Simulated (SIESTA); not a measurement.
Input and output of a self-consistent single point for CrPd3 (Pm-3m, 4 atoms in the cell) (SIESTA).

Computed with LDA PW92, numerical atomic orbitals DZP, PseudoDojo LDA standard norm-conserving potentials (rewritten from UPF to PSML) run with SIESTA 5.4.2.

```xyz
4
Lattice="3.8909 0.0000 0.0000 0.0000 3.8909 0.0000 0.0000 0.0000 3.8909" Properties=species:S:1:pos:R:3 pbc="T T T"
Cr     0.0000     0.0000     0.0000
Pd     0.0000     1.9454     1.9454
Pd     1.9454     0.0000     1.9454
Pd     1.9454     1.9454     0.0000
```
Moments meant for the start (each program seeds them in its own way; μB, in the order of the atoms Cr Pd Pd Pd): 3.0 0.0 0.0 0.0.

Reference input (self-consistent single point, DFT, GGA PBEsol, numerical atomic orbitals DZP, PseudoDojo PBEsol standard norm-conserving potentials (rewritten from UPF to PSML)): XC.functional = GGA; XC.authors = PBEsol; potentials = PseudoDojo PBEsol standard; PAO.BasisSize = DZP; PAO.EnergyShift = 0.01 Ry; MeshCutoff = 350 Ry; kgrid.MonkhorstPack = 9 9 9; OccupationFunction = MP; OccupationMPOrder = 0; ElectronicTemperature = 272 meV; Spin = polarized; DM.InitSpin = [1 +3.00, 2 +0.00, 3 +0.00, 4 +0.00]. This run's input differs from it in these lines:

```diff
@@ -1,2 +1,2 @@
-# files in the folder: Cr.psml Pd.psml (PseudoDojo PBEsol standard)
+# files in the folder: Cr.psml Pd.psml (PseudoDojo LDA standard)
 SystemName  CrPd3
@@ -24,4 +24,4 @@
 
-XC.functional                GGA
-XC.authors                   PBEsol
+XC.functional                LDA
+XC.authors                   PW92
 PAO.BasisSize                DZP
```

Output (repeated stretches shortened):

```
        iscf     Eharris(eV)        E_KS(eV)     FreeEng(eV)     dDmax    Ef(eV) dHmax(eV)
   scf:    1   -13168.730907   -13353.398288   -13353.468053  0.569982 -1.794911 55.821758
     spin moment: {S} , |S| = {        0.0        0.0    0.57568 }     0.57568
   scf:    2   -13457.708744   -13428.450928   -13428.603365  0.481605 -3.519980 13.609959
     spin moment: {S} , |S| = {        0.0        0.0    2.14486 }     2.14486
   scf:    3   -13425.286629   -13430.788612   -13430.991863  0.077155 -4.136214  5.322589
     spin moment: {S} , |S| = {        0.0        0.0    2.69311 }     2.69311
   [... lines left out ...]
     spin moment: {S} , |S| = {        0.0        0.0    2.86510 }     2.86510
   scf:   17   -13433.750102   -13433.750143   -13433.957007  0.000095 -4.936645  0.002793
     spin moment: {S} , |S| = {        0.0        0.0    2.86635 }     2.86635
   scf:   18   -13433.749754   -13433.749948   -13433.957014  0.000366 -4.936563  0.000909
     spin moment: {S} , |S| = {        0.0        0.0    2.87060 }     2.87060
   scf:   19   -13433.749944   -13433.749946   -13433.957014  0.000004 -4.936555  0.000631
     spin moment: {S} , |S| = {        0.0        0.0    2.87066 }     2.87066
SCF Convergence by DM+H criterion
max |DM_out - DM_in|         :     0.0000035654
max |H_out - H_in|      (eV) :     0.0006310567
SCF cycle converged after 19 iterations

Using DM_out to compute the final energy and forces

siesta: E_KS(eV) =           -13433.7499

siesta: E_KS - E_eggbox =    -13433.7499

siesta: Atomic forces (eV/Ang):
     1    0.000000   -0.000000    0.000000
     2    0.000000   -0.000000   -0.000000
     3   -0.000000    0.000000   -0.000000
     4   -0.000000   -0.000000    0.000000
   Tot    0.000000   -0.000000   -0.000000
   Max    0.000000
   Res    0.000000    sqrt( Sum f_i^2 / 3N )
   Max    0.000000    constrained

Stress tensor Voigt[x,y,z,yz,xz,xy] (kbar):      139.14      139.14      139.14        0.00       -0.00       -0.00
(Free)E + p*V (eV/cell)   -13439.0727
   [... lines left out ...]
siesta: FreeEng =    -13433.957014
siesta: Cell volume =         58.903827 Ang**3
siesta:        -139.14466326       -139.14466326  kBar
   [... lines left out ...]

              0.114   0.087   0.098

mulliken: Qtot =       32.565

Mulliken Atomic Populations:
Atom #   charge [q] valence [e]      Sz [e]  Species
     1     0.195074   13.804926    3.202527  Cr
     2    -0.065025   18.065025   -0.110622  Pd
     3    -0.065025   18.065025   -0.110622  Pd
     4    -0.065025   18.065025   -0.110622  Pd
 Total     0.000000                2.870660
```

The run converged in 19 iterations. Against the reference run the pressure goes from -7.07 to -13.91 GPa and the size of the net moment goes from 0.75 to 0.72 μB/atom.

The starting cell comes from a database of computed structures (which also holds hypothetical and non-ambient phases and stackings), without a prior relaxation at this level. With one magnetic atom in the cell only a parallel order is possible. Values carry the incompleteness of an atom-centred basis. With a pressure of about -14 GPa the cell is away from its equilibrium volume at this level.

Cost on one core of a shared machine: roughly 2 min.
